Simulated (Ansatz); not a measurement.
Defect migration in monoclinic ZrO2 strained by -1.5 % along x and y, z held: O vacancy, charge state +2. Computed with PBE, PAW (plane waves to 420 eV; Ansatz, a first-principles code).

Cell of 96 host sites held at the strained lattice (strain from the relaxed PBE one, atoms relaxed); the Γ point alone; Fermi-Dirac width 0.01 eV, spin-restricted; finite-size errors left in. Energies are static. The charge state is imposed; whether it is stable for some Fermi level was not computed. Forms of the defect that were not tried may lie lower.

Barriers: single points on a 2×2×2 k-point mesh shifted by half a step at the bands' geometries.

Relaxed starting cell (atoms counted from 1):

```
Zr32O63
1.0
   10.22300     0.00000     0.00000
    0.00000    10.32629     0.00000
   -1.77998     0.00000    10.60481
Zr O
32 63
Direct
  0.14737   0.24269   0.34610
  0.13893   0.22996   0.85566
  0.13701   0.72991   0.35588
  0.13787   0.72829   0.85698
  0.63615   0.23003   0.35599
  0.63734   0.22995   0.85551
  0.63516   0.72315   0.35362
  0.64023   0.72844   0.85571
  0.36486   0.27090   0.14230
  0.35850   0.27304   0.64534
  0.36073   0.77083   0.14605
  0.36486   0.76927   0.64651
  0.86138   0.26728   0.14781
  0.86245   0.27109   0.64544
  0.86215   0.77216   0.14390
  0.86245   0.77345   0.64428
  0.36388   0.48188   0.39759
  0.36234   0.47960   0.89544
  0.35933   0.97736   0.39440
  0.36421   0.97751   0.89833
  0.86158   0.47805   0.39693
  0.86101   0.47685   0.89601
  0.84135   0.97054   0.39028
  0.86181   0.97977   0.89464
  0.13837   0.02048   0.10543
  0.14310   0.01135   0.61894
  0.13707   0.52367   0.10440
  0.13787   0.52319   0.60600
  0.63770   0.02120   0.10392
  0.63532   0.02365   0.60689
  0.64025   0.52083   0.10492
  0.64123   0.52067   0.60751
  0.02969   0.09502   0.93177
  0.03189   0.58736   0.42463
  0.02990   0.58987   0.92829
  0.52845   0.09015   0.42759
  0.53292   0.08846   0.92729
  0.53329   0.58647   0.42901
  0.53402   0.58745   0.92582
  0.46963   0.41163   0.07290
  0.46815   0.41201   0.57652
  0.46807   0.91152   0.07597
  0.46271   0.91641   0.57544
  0.97101   0.40519   0.07814
  0.96649   0.41573   0.57735
  0.97041   0.90653   0.06816
  0.96613   0.92221   0.56094
  0.46615   0.33894   0.32370
  0.46521   0.33748   0.82225
  0.46560   0.83670   0.32625
  0.47001   0.83755   0.82539
  0.96571   0.32314   0.33686
  0.96832   0.33821   0.82348
  0.96968   0.85153   0.32107
  0.97264   0.84747   0.81626
  0.02675   0.14408   0.19741
  0.03251   0.16031   0.67089
  0.03048   0.66153   0.17845
  0.03382   0.66766   0.67437
  0.53436   0.16367   0.17551
  0.52724   0.16174   0.67571
  0.53026   0.65901   0.17699
  0.53478   0.66284   0.67599
  0.22623   0.37531   0.48902
  0.22426   0.37208   0.98875
  0.22009   0.87273   0.49115
  0.22381   0.87152   0.99015
  0.72340   0.37093   0.48986
  0.72442   0.37110   0.98957
  0.71833   0.86963   0.48713
  0.72490   0.87249   0.98851
  0.27581   0.12779   0.01162
  0.23962   0.12639   0.50144
  0.27558   0.62802   0.01236
  0.27641   0.63008   0.51209
  0.77723   0.12814   0.01328
  0.77720   0.12593   0.50970
  0.77773   0.62787   0.01210
  0.77744   0.62834   0.51151
  0.27928   0.12323   0.25971
  0.27717   0.12038   0.76284
  0.27427   0.62169   0.26240
  0.27539   0.62228   0.76291
  0.77420   0.11763   0.26326
  0.77352   0.12339   0.76115
  0.77650   0.62066   0.26209
  0.78022   0.62311   0.76148
  0.22315   0.37813   0.23862
  0.22253   0.37848   0.73793
  0.22303   0.87851   0.23982
  0.22771   0.87609   0.74376
  0.72724   0.37620   0.23926
  0.72394   0.37856   0.74032
  0.71914   0.87403   0.23815
  0.72492   0.87896   0.73720
```
Cell charge +2.

End state 1 differs by these moves (Å; atoms that move under 0.08 Å are left out):

```
atom  element     Δx     Δy     Δz
----  -------  -----  -----  -----
1          Zr  -0.11  -0.13   0.10
2          Zr   0.02   0.09   0.14
7          Zr   0.05   0.07   0.01
14         Zr  -0.21   0.09  -0.05
23         Zr   0.19   0.13   0.08
26         Zr   0.08  -0.04  -0.24
32         Zr  -0.06   0.07  -0.04
33          O   0.05  -0.05  -0.12
35          O   0.05  -0.07  -0.04
44          O   0.04  -0.02  -0.13
45          O   0.04  -0.18  -0.07
46          O  -0.03   0.06   0.06
47          O  -0.05   0.05   0.27
52          O   0.08   0.21  -0.20
53          O   0.00  -0.10  -0.13
54          O   0.00  -0.07   0.07
55          O  -0.08  -0.13   0.12
56          O   0.06   0.12  -0.17
57          O   0.34  -0.56  -2.37
70          O   0.09   0.05   0.02
73          O   0.39   0.01   0.09
77          O  -0.04   0.07   0.04
81          O  -0.37   0.04  -0.12
```

Q: What is the computed forward and backward barriers to end state 1 (PBE, PAW)?

A: forward 0.68 eV, backward 0.68 eV; at the saddle point atom 57 has neighbours O at 2.64, O at 2.65; Zr at 2.04, Zr at 2.17 Å. The saddle point's order was not checked.

End state 2 differs by these moves (Å; atoms that move under 0.08 Å are left out):

| atom | element | Δx | Δy | Δz |
|---|---|---|---|---|
| 1 | Zr | -0.19 | -0.07 | -0.05 |
| 10 | Zr | 0.11 | 0.08 | 0.15 |
| 13 | Zr | -0.04 | 0.05 | -0.07 |
| 16 | Zr | -0.07 | -0.05 | 0.03 |
| 19 | Zr | 0.11 | -0.08 | -0.06 |
| 23 | Zr | 0.22 | 0.09 | 0.03 |
| 26 | Zr | -0.16 | 0.01 | -0.06 |
| 33 | O | 0.06 | -0.10 | -0.08 |
| 36 | O | -0.04 | 0.06 | 0.04 |
| 43 | O | 0.07 | -0.04 | -0.05 |
| 44 | O | -0.04 | 0.08 | -0.03 |
| 45 | O | 0.04 | -0.07 | -0.05 |
| 46 | O | -0.02 | 0.05 | 0.06 |
| 47 | O | -0.07 | -0.09 | 0.17 |
| 49 | O | 0.07 | 0.08 | 0.04 |
| 50 | O | 0.09 | 0.03 | -0.08 |
| 52 | O | -0.01 | 0.16 | -0.18 |
| 54 | O | 0.00 | -0.12 | 0.06 |
| 55 | O | -0.07 | -0.10 | 0.07 |
| 56 | O | 0.07 | 0.19 | -0.29 |
| 57 | O | -0.05 | 0.00 | 0.09 |
| 60 | O | -0.04 | -0.06 | 0.05 |
| 64 | O | 0.10 | -0.38 | 0.04 |
| 66 | O | 0.09 | 0.07 | -0.01 |
| 73 | O | -1.73 | -0.41 | -0.71 |
| 80 | O | -0.06 | -0.02 | 0.12 |
| 81 | O | 0.02 | 0.01 | -0.15 |
| 94 | O | 0.08 | 0.05 | 0.01 |

Q: Estimate the forward and backward barriers to end state 2 that PBE, PAW returns for this input.

A: forward 0.88 eV, backward 0.11 eV; at the saddle point atom 73 has neighbours Zr at 1.98, Zr at 1.99 Å. The saddle point's order was not checked.

End state 3 differs by these moves (Å; atoms that move under 0.08 Å are left out):

```json
[
 {"atom": "1", "element": "Zr", "Δx": "-0.11", "Δy": "-0.15", "Δz": "0.09"},
 {"atom": "3", "element": "Zr", "Δx": "0.21", "Δy": "-0.10", "Δz": "0.05"},
 {"atom": "15", "element": "Zr", "Δx": "-0.04", "Δy": "-0.11", "Δz": "-0.12"},
 {"atom": "17", "element": "Zr", "Δx": "0.01", "Δy": "-0.09", "Δz": "0.00"},
 {"atom": "23", "element": "Zr", "Δx": "0.09", "Δy": "0.23", "Δz": "0.16"},
 {"atom": "26", "element": "Zr", "Δx": "-0.02", "Δy": "0.06", "Δz": "-0.16"},
 {"atom": "33", "element": "O", "Δx": "0.03", "Δy": "-0.07", "Δz": "-0.04"},
 {"atom": "34", "element": "O", "Δx": "-0.03", "Δy": "0.14", "Δz": "0.06"},
 {"atom": "35", "element": "O", "Δx": "-0.04", "Δy": "0.08", "Δz": "0.07"},
 {"atom": "44", "element": "O", "Δx": "-0.05", "Δy": "0.13", "Δz": "-0.01"},
 {"atom": "46", "element": "O", "Δx": "-0.05", "Δy": "0.04", "Δz": "0.13"},
 {"atom": "47", "element": "O", "Δx": "0.08", "Δy": "-0.29", "Δz": "-0.08"},
 {"atom": "52", "element": "O", "Δx": "0.04", "Δy": "0.14", "Δz": "-0.11"},
 {"atom": "54", "element": "O", "Δx": "0.49", "Δy": "2.29", "Δz": "0.99"},
 {"atom": "56", "element": "O", "Δx": "0.11", "Δy": "0.22", "Δz": "-0.25"},
 {"atom": "58", "element": "O", "Δx": "0.01", "Δy": "0.11", "Δz": "0.13"},
 {"atom": "59", "element": "O", "Δx": "-0.06", "Δy": "-0.12", "Δz": "0.09"},
 {"atom": "62", "element": "O", "Δx": "0.07", "Δy": "0.07", "Δz": "-0.01"},
 {"atom": "66", "element": "O", "Δx": "0.06", "Δy": "-0.05", "Δz": "-0.03"},
 {"atom": "73", "element": "O", "Δx": "0.32", "Δy": "0.00", "Δz": "0.11"},
 {"atom": "94", "element": "O", "Δx": "0.40", "Δy": "0.02", "Δz": "0.12"}
]
```

Q: Give the forward and backward barriers to end state 3 at the level PBE, PAW.

A: forward 1.12 eV, backward 1.12 eV; at the saddle point atom 54 has neighbours Zr at 1.92 Å. The saddle point's order was not checked.
